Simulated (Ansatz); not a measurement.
Where the default PAW files enter, the runs use the earlier of Ansatz's two default sets.

Inside the gap of an insulator the Bloch states are evanescent, with a wavenumber k + iκ along the transport direction.

Given:

```yaml
crystal:
  lattice:
    - [3.59510, 0.00000, 0.00000]
    - [-1.79755, 3.11345, 0.00000]
    - [1.79755, 1.03782, 2.93539]
  atoms:
    - { symbol: Li, position: [0.00000, 0.00000, 0.00000] }
    - { symbol: Cl, position: [0.00000, 0.50000, 0.50000] }
```

Space group of this cell: Fm-3m, rock salt. The cell is taken as given; by r2SCAN its mean pressure is 0.6 GPa.

Transport runs along the normal of the first two printed cell vectors, the (111) plane of the conventional cell.

The gap is the functional's own. No spin-orbit coupling. Mid-gap values are interpolated on the energy grid.

Estimate the band gap and the smallest decay constant κ at mid-gap that r2SCAN (Ansatz, a first-principles code) returns for this system.

Gap 7.40 eV on a 12×12×12 mesh; κ = 0.432 1/Å, at the zone centre.
